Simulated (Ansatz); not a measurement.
Start from BaCd₂P₂ (space group P-3m1, No. 164; a = 4.368 Å, c = 7.468 Å; a cell from a computed database, its experimental status unchecked). Axes: x lies along a and z along c of the hexagonal cell.

It is then changed as follows: uniaxial stress, 8 GPa compression along x; all other stress components relax to zero.

Levels (all Ansatz, an electronic-structure program, PAW): PBEsol (420 eV, no SOC); r2SCAN (500 eV, scalar-relativistic without spin-orbit coupling); HSE06 (420 eV, spin-orbit coupling left out).

One geometry, relaxed with PBEsol, under each level:

```csv
level,band gap,lowest conduction level above the VBM at special points,pressure
PBEsol,0.33 eV,M₂ 0.33 eV; Γ 0.35 eV; L₂ 0.44 eV; V₂ 0.48 eV,2.67 GPa
r2SCAN,0.69 eV,M₂ 0.69 eV; Γ 0.85 eV; L₂ 0.77 eV; V₂ 0.78 eV,5.56 GPa
HSE06,1.01 eV,M₂ 1.01 eV; Γ 1.14 eV; L₂ 1.08 eV,–
```

Single points use the geometry relaxed with PBEsol. Their cutoffs differ, which shifts pressures a little. HSE06 was sampled on its mesh, a few special points and the semilocal edge points, so its gap is an upper bound. Load acts through the strain it causes; cell and atoms are relaxed under it. Beyond what the load breaks, stability against distortions was not tested. Labels are those of the standard path for the cell's own space group.
